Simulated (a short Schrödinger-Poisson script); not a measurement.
Stack: MOS inversion layer, SiO2 on p-type Si(100), at 150 K.

From the gate side: 3.4 nm SiO2; 340 nm Si, acceptors 1.6e18 cm⁻³.

The device is made up for the run: typed textbook-type constants, with dimensions and the other settings drawn at random. SiO2: permittivity 3.9, conduction-band edge (eV) 3.15, gap (eV) 9, electron mass (mₑ) 0.5. Si: permittivity 11.7, conduction-band edge (eV) 0, gap (eV) 1.124, Nv at 300 K (cm⁻³) 3.1e19.

Channel valleys (confinement mass, in-plane density-of-states mass, number): Δ2 0.916, 0.19, 2; Δ4 0.19, 0.417, 4. At the gate the conduction-band edge of layer 1 lies 3.36 eV − eVg above the Fermi level of the channel; the field vanishes at the back. Gaps are held at their typed values at every temperature. Mesh 0.03 nm at interfaces.

From a short Schrödinger-Poisson script (our own, NumPy): 1D Poisson equation in equilibrium, electrons quantum, Hartree (BenDaniel-Duke, 12 states a valley, the channel's in-plane mass for all, wave functions free to enter the dielectric), parabolic valleys, classical holes, full ionisation, no traps, pinning or gate leakage.

```
Vg (V)  electrons (cm⁻²)  C (μF/cm²)  Δ2 E0 (meV from the Fermi level)  Δ4 E0 (meV from the Fermi level)
------  ----------------  ----------  --------------------------------  --------------------------------
1.05             1.03e10       0.316                              68.7                             141.9
1.2              4.78e11       0.802                              17.5                              92.7
1.35             1.24e12       0.870                               2.6                              79.4
1.5              2.06e12       0.891                              -6.7                              71.6
1.65             2.89e12       0.901                             -14.1                              65.7
1.8              3.73e12       0.907                             -20.6                              60.6
1.95             4.57e12       0.911                             -26.5                              56.1
2.1              5.42e12       0.914                             -32.1                              51.8
2.25             6.28e12       0.917                             -37.4                              47.8
2.4              7.13e12       0.920                             -42.6                              44.0
2.55             7.99e12       0.922                             -47.5                              40.4
2.7              8.85e12       0.924                             -52.3                              36.9
2.85             9.72e12       0.926                             -57.0                              33.7
3                1.06e13       0.928                             -61.4                              30.6
3.15             1.15e13       0.930                             -65.7                              27.7
```

Gate voltages with under 1e9 electrons/cm² are left out.

Task: At Vg = 3.15 V the lowest Δ2 subband lies at -65.7 meV from the Fermi level. How many electrons does it hold, and what share of all?

Result: The two-dimensional density of states is g m/(πħ²) = 1.59e11 cm⁻² meV⁻¹ (both spins), kT = 12.9 meV, so n = D kT ln(1 + exp(−E/kT)) = 1.04e13 cm⁻², 0.91 of the 1.15e13 cm⁻² in all.

Task: Compare the slope of the sheet density between 2.85 and 3.15 V with the geometric capacitance of the layers between gate and channel.

Result: q Δn/ΔV = 0.951 μF/cm²; ε0/Σ(t/ε) = 1.02 μF/cm². The ratio is 0.94: the channel acts as a further capacitance in series.
